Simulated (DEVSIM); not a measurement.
Device: Schottky contact on n-type GaN, at 300 K.

```
layer (left to right)  material  thickness (μm)  Nd (cm⁻³)   τn (s)   τp (s)
---------------------  --------  --------------  ---------  -------  -------
1                           GaN            9.20     7.5e16  3.2e-10  3.2e-10
```

Left contact: Schottky, work function 5.26 eV, emission velocity 7.4e6 cm/s. Right contact: ohmic. Voltage is applied to the left contact. Recombination: SRH at mid-gap, Auger. Mobility is μmin + (μ − μmin)/(1 + (N/Nref)^α).

Constants are typed, rounded textbook-type inputs, not results; the design itself was drawn at random and stands for no fabricated device. Values at 300 K.

| parameter | GaN |
|---|---|
| gap (eV) | 3.43 |
| affinity (eV) | 4.1 |
| permittivity | 9.5 |
| Nc (cm⁻³) | 2.3e18 |
| Nv (cm⁻³) | 4.6e19 |
| μn (cm²/Vs) | 1200 |
| μp (cm²/Vs) | 100 |
| μn,min | 55 |
| μp,min | 3 |
| Nref,n | 2e17 |
| Nref,p | 3e17 |
| αn | 1 |
| αp | 2 |
| Cn (cm⁶/s) | 1e-30 |
| Cp (cm⁶/s) | 1e-30 |

Model (solved in DEVSIM): 1D drift-diffusion, Boltzmann statistics, complete ionisation; no tunnelling, impact ionisation, image-force lowering or self-heating. Metal contacts follow the ideal Schottky-Mott rule: no Fermi-level pinning, no interface dipoles.

Base results: dark forward voltage at 100 A/cm² (V) 0.909; potential step across the device at zero bias (V) 1.072; largest field in the device at zero bias (V/cm) 170000; dark forward voltage at 1 A/cm² (V) 0.780.

Problem. What follows from this one change: thickness of layer 1 9.2 → 46 μm?

Solution. dark forward voltage at 100 A/cm² 0.909 → 0.944 V; potential step across the device at zero bias little changed (1.072 V); largest field in the device at zero bias little changed (170000 V/cm); dark forward voltage at 1 A/cm² little changed (0.780 V).

Problem. What follows from this one change: doping Nd of layer 1 7.5e+16 → 7.5e+15 cm^-3?

Solution. dark forward voltage at 100 A/cm² 0.909 → 0.975 V; potential step across the device at zero bias 1.072 → 1.012 V; largest field in the device at zero bias 170000 → 53000 V/cm; dark forward voltage at 1 A/cm² 0.780 → 0.784 V.

Problem. What follows from this one change: metal work function 5.26 → 5.16 eV?

Solution. dark forward voltage at 100 A/cm² 0.909 → 0.809 V; potential step across the device at zero bias 1.072 → 0.972 V; largest field in the device at zero bias little changed (160000 V/cm); dark forward voltage at 1 A/cm² 0.780 → 0.680 V.
